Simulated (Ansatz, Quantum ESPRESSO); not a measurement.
One structure in several programs: ZnCoF₆ (R-3, 8 atoms in the cell)

Self-consistent single point.

```
CELL_PARAMETERS angstrom
      2.39376     1.38204     4.24566
     -2.39376     1.38204     4.24566
      0.00000    -2.76408     4.24566
ATOMIC_POSITIONS crystal
  Zn 0.50000 0.50000 0.50000
  Co 0.00000 0.00000 0.00000
  F  0.37206 0.77048 0.09479
  F  0.62794 0.22952 0.90521
  F  0.09479 0.37206 0.77048
  F  0.90521 0.62794 0.22952
  F  0.77048 0.09479 0.37206
  F  0.22952 0.90521 0.62794
```
Moments meant for the start (each program seeds them in its own way; μB, in the order of the atoms Zn Co F F F F F F): 0.0 3.0 0.0 0.0 0.0 0.0 0.0 0.0.

All programs got the same cell, k-point mesh and kind of occupations, and the same starting moments (in Ansatz's words: kpoints.mp_grid.grid = 4 4 4; magnetization.spin_polarized = true; scf.occupations.method = fermi_dirac; scf.occupations.width = 0.05 eV); potentials, basis and cutoffs are each program's usual ones.

```csv
code,model,pressure (GPa),largest force (eV/Å),size of the net moment (μB/atom),cutoff
Ansatz,"PBEsol, PAW files made with PBE",7.99,0.491,0.12,default
Quantum ESPRESSO,"PBEsol, PSlibrary PAW (PBE) pseudopotentials",8.15,0.584,0.12,55 Ry
```

The spread over the programs that give each value: pressure within 0.16 GPa; largest force within 0.093 eV/Å; size of the net moment within 0.00 μB/atom.

The starting cell comes from a database of computed structures (which also holds hypothetical and non-ambient phases and stackings), without a prior relaxation at this level. Its lattice was rescaled by a random factor within 2.5 % of one. On Ansatz's run: The moments shrank to a small part of their start, a low-spin state that need not be the lowest. With a pressure of about 9 GPa the cell is away from its equilibrium volume at this level.

Question: Why do the programs differ, and what cannot be compared?

Answer: Differences of this kind can come from the potentials, where these differ, and from what each basis and cutoff leave unconverged. The valence holds different numbers of electrons (Ansatz (a first-principles code) 71, Quantum ESPRESSO 63). The zero of total energies and Fermi levels follows the potentials and each program's conventions, so they are not compared here. Ansatz's pressure is given at a fixed set of plane waves, as the other plane-wave codes print theirs; with its correction for the finite basis it is 8.60 GPa (the shift of 0.61 GPa shows how far the cutoff is from converged). Site moments depend on each program's spheres or projections; the total moment of the cell does not.

Left out of this page: ABINIT, GPAW and CP2K (failed or unconverged).

Keys are those of Ansatz 0.2.
